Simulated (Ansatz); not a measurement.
CsCl-type LiBr (model structure), treated with HSE06 (plane waves, PAW; Ansatz, a program for electronic structure).

Settings: plane-wave cutoff 500 eV, 6×6×6 k mesh, gaussian smearing 0.02 eV, scalar-relativistic PAW data made under PBE.

Cell (relaxed at this level):

```yaml
crystal:
  lattice:
    - [3.50697, 0.00000, 0.00000]
    - [0.00000, 3.50697, 0.00000]
    - [0.00000, 0.00000, 3.50697]
  atoms:
    - { symbol: Li, position: [0.00000, 0.00000, 0.00000] }
    - { symbol: Br, position: [0.50000, 0.50000, 0.50000] }
```

Estimate the band gap that the calculation returns.


- band gap = 4.17 eV (on the SCF k mesh)

Note: the relaxation could raise the start's symmetry but not lower it, so the cell can be a saddle point.

Spin–orbit coupling is not included.

The computed numbers hold no vibrational or temperature effects.

It cost around 2.4 core-minutes (rough) of CPU time.

A model structure was made by putting elements into a prototype or built by hand; it is no filed structure, need not be a known phase, and can be a saddle point held by its symmetry.
